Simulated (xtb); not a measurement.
xtb 6.7.1, GFN2-xTB: OB(O)[SiH2][SiH](Cl)Cl, 12 atoms. The geometry is a generated start, not checked to be a minimum at this level.

- run flags = --grad
- method = GFN2-xTB
- --acc = 1 (default)
- --etemp (K) = 300 (default)
- basis functions = 57
- valence electrons = 42

```xyz
12

Si     2.0393     0.4037    -0.2790
Cl     2.8739     2.2283    -0.6253
Cl     3.3041    -0.5795     0.9703
Si    -0.0855     0.6189     0.6373
B     -1.4117    -0.6291    -0.1294
O     -0.9216    -1.7430    -0.7122
O     -2.7629    -0.4826    -0.1231
H      2.1749    -0.2919    -1.5583
H     -0.5159     2.0302     0.4960
H      0.0097     0.4933     2.1107
H     -1.5747    -2.3506    -1.0684
H     -3.1297     0.3024     0.2815
```

One run each on 1 thread. Values of broydamp tried: 0.02, 0.05, 0.1, 0.2, 0.4 (default), 0.6, 0.8, 1.

### Question
Which value of broydamp needs the fewest SCC iterations, and what happens away from it?

### Answer
Fewest SCC iterations, within one of each other: 0.4 (default) with 16, 0.6 with 15, 0.8 with 16, 1 with 16. The count rises to 27 at 0.02. All converge to one solution.

```
broydamp       SCC iterations            end
-------------  --------------  -------------
0.02                       27  same solution
0.05                       25  same solution
0.1                        21  same solution
0.2                        19  same solution
0.4 (default)              16  same solution
0.6                        15  same solution
0.8                        16  same solution
1                          16  same solution
```
